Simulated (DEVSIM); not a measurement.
System: Ru/SiO2/p-Si capacitor, at 300 K.

| layer (left to right) | material | thickness (nm) | Na (cm⁻³) |
|---|---|---|---|
| 1 | SiO2 | 12.0 | - |
| 2 | Si | 4300 | 1.8e16 |

Metal gate on the left, work function 4.7 eV. Fixed charge at the semiconductor interface 0 cm⁻² (in units of +e); no interface traps.

The device is made up for the run: typed textbook-type constants, with dimensions and the other settings drawn at random. Values at 300 K.

| parameter | SiO2 | Si |
|---|---|---|
| gap (eV) | 9 | 1.124 |
| affinity (eV) | 0.9 | 4.05 |
| permittivity | 3.9 | 11.7 |
| Nc (cm⁻³) | - | 2.86e19 |
| Nv (cm⁻³) | - | 3.1e19 |

Simulated with DEVSIM: 1D Poisson equation in equilibrium, Boltzmann statistics, complete ionisation; no quantum confinement or tunnelling. Metal contacts follow the ideal Schottky-Mott rule: no Fermi-level pinning, no interface dipoles.

Q: Give the band bending (positive: bands bend down) and minority sheet density.

A: 
```csv
Vg (V),ψs (V),minority carriers (cm⁻²)
-2.2,-0.191,< 1e8
-1.6,-0.170,< 1e8
-1,-0.135,< 1e8
-0.4,-0.045,< 1e8
0.2,0.333,< 1e8
0.8,0.804,7.5e10
1.4,0.889,9.9e11
2,0.918,2.0e12
```
